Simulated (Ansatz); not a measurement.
# How far PBE and PBEsol part for hypothetical diamond V, pressure 1.5 GPa

The parent structure is V in the diamond structure (space group Fd-3m, No. 227; a = 5.467 Å; ferromagnetic; a hypothetical phase, not in the database extracts checked).

(Cell as relaxed with PBE.)

Levels (all Ansatz, a program for electronic structure, PAW): PBE (420 eV, without spin-orbit coupling); PBEsol (420 eV, spin-orbit coupling left out).

Each level relaxes its own structure.

```
base                      PBE    PBEsol
-------------------  --------  --------
volume per atom      20.43 Å³  19.27 Å³
lattice parameter a   5.467 Å   5.362 Å
band gap                 zero      zero
largest site moment   1.45 μB   1.38 μB
```

The change: cell and atoms relaxed at a pressure of 1.5 GPa.

| quantity | PBE | PBEsol |
|---|---|---|
| largest site moment | 1.43 μB | 1.35 μB |
| magnetic state | ferromagnetic | ferromagnetic |
| lattice parameter a | 5.423 Å | 5.321 Å |

PBE's largest site moment lies 0.08 μB above PBEsol's; PBE's lattice parameter a lies 0.102 Å above PBEsol's (1.9 %); the two agree on the magnetic state. Neither level is exact; PBEsol is the comparison here, not a measurement.

Other magnetic orders, which the real material may have, were not ruled out. Load acts through the strain it causes; cell and atoms are relaxed under it. Stability against distortions was not tested.
